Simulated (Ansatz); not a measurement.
## How far PBE and r2SCAN part for PtGe

Base system: PtGe (space group Pnma, No. 62; a = 5.819 Å, b = 3.757 Å, c = 6.175 Å).

(Cell as relaxed with PBE.)

Levels (all Ansatz, a quantum-chemistry and plane-wave program, PAW): PBE (420 eV, no spin-orbit coupling); r2SCAN (500 eV, without spin-orbit coupling).

Each level relaxes its own structure.

| quantity | PBE | r2SCAN |
|---|---|---|
| volume per atom | 16.87 Å³ | … |
| space group | Pnma (No. 62) | … |
| band gap | zero | … |

Question: What does r2SCAN give?

Answer: 
- volume per atom, r2SCAN: 16.42 Å³
- space group, r2SCAN: Pnma (No. 62)
- band gap, r2SCAN: zero

PBE's volume per atom lies 0.457 Å³ above r2SCAN's (2.8 %); the two agree on the space group and band gap. Neither level is exact; r2SCAN is the comparison here, not a measurement.

No phonon test of stability was made. All final runs are without spin polarisation.
